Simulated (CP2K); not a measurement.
Band structure of TaNi3 (Pmmn, 8 atoms in the cell).

```yaml
crystal:
  lattice:
    - [4.30287, 0.00000, 0.00000]
    - [0.00000, 5.18290, 0.00000]
    - [0.00000, 0.00000, 4.61113]
  atoms:
    - { symbol: Ta, position: [0.00000, 0.00000, 0.34972] }
    - { symbol: Ta, position: [0.50000, 0.50000, 0.65028] }
    - { symbol: Ni, position: [0.50000, 0.00000, 0.68154] }
    - { symbol: Ni, position: [0.00000, 0.50000, 0.31846] }
    - { symbol: Ni, position: [0.00000, 0.24935, 0.84213] }
    - { symbol: Ni, position: [0.00000, 0.75065, 0.84213] }
    - { symbol: Ni, position: [0.50000, 0.25065, 0.15787] }
    - { symbol: Ni, position: [0.50000, 0.74935, 0.15787] }
```

Method: PBEsol, GPW, DZVP-MOLOPT-SR-GTH basis, GTH-PBE potentials (GTH_POTENTIALS) in CP2K.

Settings: CUTOFF = 600 Ry; REL_CUTOFF = 50 Ry; SMEAR/METHOD = GAUSSIAN; SIGMA = 0.05 eV; KPOINTS/SCHEME = MONKHORST-PACK 4 3 4; GAMMA_CENTERED = T; XC_FUNCTIONAL = PBE:PBESOL; Ta/BASIS_SET = DZVP-MOLOPT-SR-GTH-q13; Ta/POTENTIAL = GTH-PBE-q13; Ni/BASIS_SET = DZVP-MOLOPT-SR-GTH-q18; Ni/POTENTIAL = GTH-PBE-q18; METHOD = GPW; EPS_DEFAULT = 1e-10; EXTRAPOLATION = USE_GUESS.

The starting cell comes from a database of computed structures (which also holds hypothetical and non-ambient phases and stackings), without a prior relaxation at this level. Its lattice was rescaled by a random factor within 2.5 % of one. Spin-orbit coupling is off. Spin polarisation is off. Values carry the incompleteness of an atom-centred basis. The potentials were made for another functional than the one used.

Levels in eV from the Fermi level, bands 63 to 68:
```tsv
point	63	64	65	66	67	68
Γ	-1.06	-0.62	-0.55	-0.15	0.11	0.89
X	-0.63	-0.63	-0.31	-0.31	0.50	0.50
S	-0.69	-0.69	-0.47	-0.47	0.55	0.55
Y	-0.90	-0.85	-0.68	-0.63	-0.53	0.58
Z	-1.09	-1.09	-0.68	-0.68	0.38	0.38
U	-0.92	-0.92	-0.63	-0.63	-0.15	-0.15
R	-1.00	-1.00	-0.56	-0.56	-0.46	-0.46
T	-0.90	-0.90	-0.51	-0.51	0.23	0.23
```

Bands cross the Fermi level along this path, so the cell is metallic at this level.

Higher empty bands are left out: an atom-centred basis made for the valence describes them poorly.
